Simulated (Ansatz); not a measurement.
Ti on the 1x1 (101) surface of tetragonal HfO2 (a metastable polymorph) (cut with top plane O), one in a 2x1 cell, started at the site 'bridge Hf-O (span 2.0 Å)'

Host crystal: tetragonal HfO2, with a band gap (PBE, scalar-relativistic without spin-orbit coupling).

Level of theory: PBE (plane waves to 420 eV, PAW; Ansatz, a program for electronic structure).

Set-up: 37 atoms, 7.6 Å thick at the start under the adsorbate (thin: gaps and levels are the slab's own); mesh 3x3x1; 0.01 eV smearing; dipole correction on; 16 atoms held, the rest relaxed; no symmetry held; spin-polarised, ending with about 2.0 μB a cell; orders that need a larger cell were not tried, no spin-orbit, no U, no dispersion correction. At the end it is bonded to 3 Hf + O. In PBE this state lies 0.54 eV over the lowest of the starts that converged ('top O', where the adsorbate broke or entered a bond of the host).

```json
{
 "energy of the end state, in which the adsorbate broke or entered a bond of the host, against an atom of hcp Ti": "3.09 eV",
 "change_of_the_step_from_the_bottom_to_the_top_vacuum_level_against_the_clean_slab": "-0.71 eV",
 "energy_released_by_relaxation": "1.61 eV",
 "height of the binding atom over the mean of the host atoms within 0.3 Å of the top one": "1.366 Å",
 "magnetic_moment_of_the_cell": "2.00 μB",
 "largest_move_of_a_host_atom": "0.65 Å",
 "note": "in the relaxation the adsorbate left its starting site by 1.5 Å"
}
```

A negative adsorption energy means that the adsorbate is more stable on the surface than in its reference.
